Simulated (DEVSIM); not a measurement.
System: Co/SiO2/p-Si capacitor, at 250 K.

```csv
layer (left to right),material,thickness (nm),Na (cm⁻³)
1,SiO2,1.40,-
2,Si,2300,6e16
```

Metal gate on the left, work function 5 eV. Fixed charge at the semiconductor interface 0 cm⁻² (in units of +e); interface traps 3e11 cm⁻² eV⁻¹, uniform in energy, neutral level at 0.5 of the gap above the valence band.

This is a model device: material constants are rounded textbook-type values typed into the input, and sizes, dopings and lifetimes were drawn at random. Values at 300 K; Nc and Nv go as T^1.5, mobilities as T to minus their exponent, the gap by Varshni's rule with the affinity fixed.

```csv
parameter,SiO2,Si
gap (eV),9,1.124
affinity (eV),0.9,4.05
permittivity,3.9,11.7
Nc (cm⁻³),-,2.86e19
Nv (cm⁻³),-,3.1e19
Varshni α (eV/K),-,0.000473
Varshni β (K),-,636
```

DEVSIM, 1D Poisson equation in equilibrium, Boltzmann statistics, complete ionisation; no quantum confinement or tunnelling. Metal contacts follow the ideal Schottky-Mott rule: no Fermi-level pinning, no interface dipoles.

Q: Tabulate band edges, carrier densities and field at 0.5 V on the gate.

A: Energies count from the Fermi level of the right contact; mesh points crowd at the junctions.

```json
[
 {"x (μm)": "0.000", "Ec (eV)": "3.600", "Ev (eV)": "-5.400", "n (cm⁻³)": "< 1e2", "p (cm⁻³)": "< 1e2", "field (V/cm)": "300000"},
 {"x (μm)": "0.0006378", "Ec (eV)": "3.619", "Ev (eV)": "-5.381", "n (cm⁻³)": "< 1e2", "p (cm⁻³)": "< 1e2", "field (V/cm)": "300000"},
 {"x (μm)": "0.001153", "Ec (eV)": "3.634", "Ev (eV)": "-5.366", "n (cm⁻³)": "< 1e2", "p (cm⁻³)": "< 1e2", "field (V/cm)": "300000"},
 {"x (μm)": "0.002042", "Ec (eV)": "0.498", "Ev (eV)": "-0.638", "n (cm⁻³)": "2.0e9", "p (cm⁻³)": "3200000", "field (V/cm)": "95000"},
 {"x (μm)": "0.004739", "Ec (eV)": "0.523", "Ev (eV)": "-0.613", "n (cm⁻³)": "6.2e8", "p (cm⁻³)": "1.0e7", "field (V/cm)": "93000"},
 {"x (μm)": "0.008803", "Ec (eV)": "0.560", "Ev (eV)": "-0.576", "n (cm⁻³)": "1.1e8", "p (cm⁻³)": "5.7e7", "field (V/cm)": "89000"},
 {"x (μm)": "0.01710", "Ec (eV)": "0.630", "Ev (eV)": "-0.506", "n (cm⁻³)": "4300000", "p (cm⁻³)": "1.5e9", "field (V/cm)": "81000"},
 {"x (μm)": "0.04091", "Ec (eV)": "0.798", "Ev (eV)": "-0.339", "n (cm⁻³)": "1800", "p (cm⁻³)": "3.5e12", "field (V/cm)": "59000"},
 {"x (μm)": "0.08030", "Ec (eV)": "0.959", "Ev (eV)": "-0.177", "n (cm⁻³)": "< 1e2", "p (cm⁻³)": "6.3e15", "field (V/cm)": "23000"},
 {"x (μm)": "0.1578", "Ec (eV)": "1.007", "Ev (eV)": "-0.129", "n (cm⁻³)": "< 1e2", "p (cm⁻³)": "5.9e16", "field (V/cm)": "290"},
 {"x (μm)": "0.3105", "Ec (eV)": "1.007", "Ev (eV)": "-0.129", "n (cm⁻³)": "< 1e2", "p (cm⁻³)": "6.0e16", "field (V/cm)": "≈ 0"},
 {"x (μm)": "0.7487", "Ec (eV)": "1.007", "Ev (eV)": "-0.129", "n (cm⁻³)": "< 1e2", "p (cm⁻³)": "6.0e16", "field (V/cm)": "≈ 0"},
 {"x (μm)": "1.394", "Ec (eV)": "1.007", "Ev (eV)": "-0.129", "n (cm⁻³)": "< 1e2", "p (cm⁻³)": "6.0e16", "field (V/cm)": "≈ 0"},
 {"x (μm)": "1.825", "Ec (eV)": "1.007", "Ev (eV)": "-0.129", "n (cm⁻³)": "< 1e2", "p (cm⁻³)": "6.0e16", "field (V/cm)": "≈ 0"},
 {"x (μm)": "2.111", "Ec (eV)": "1.007", "Ev (eV)": "-0.129", "n (cm⁻³)": "< 1e2", "p (cm⁻³)": "6.0e16", "field (V/cm)": "≈ 0"},
 {"x (μm)": "2.202", "Ec (eV)": "1.007", "Ev (eV)": "-0.129", "n (cm⁻³)": "< 1e2", "p (cm⁻³)": "6.0e16", "field (V/cm)": "≈ 0"},
 {"x (μm)": "2.252", "Ec (eV)": "1.007", "Ev (eV)": "-0.129", "n (cm⁻³)": "< 1e2", "p (cm⁻³)": "6.0e16", "field (V/cm)": "≈ 0"},
 {"x (μm)": "2.277", "Ec (eV)": "1.007", "Ev (eV)": "-0.129", "n (cm⁻³)": "< 1e2", "p (cm⁻³)": "6.0e16", "field (V/cm)": "≈ 0"},
 {"x (μm)": "2.292", "Ec (eV)": "1.007", "Ev (eV)": "-0.129", "n (cm⁻³)": "< 1e2", "p (cm⁻³)": "6.0e16", "field (V/cm)": "≈ 0"},
 {"x (μm)": "2.297", "Ec (eV)": "1.007", "Ev (eV)": "-0.129", "n (cm⁻³)": "< 1e2", "p (cm⁻³)": "6.0e16", "field (V/cm)": "≈ 0"},
 {"x (μm)": "2.300", "Ec (eV)": "1.007", "Ev (eV)": "-0.129", "n (cm⁻³)": "< 1e2", "p (cm⁻³)": "6.0e16", "field (V/cm)": "≈ 0"},
 {"x (μm)": "2.301", "Ec (eV)": "1.007", "Ev (eV)": "-0.129", "n (cm⁻³)": "< 1e2", "p (cm⁻³)": "6.0e16", "field (V/cm)": "≈ 0"}
]
```
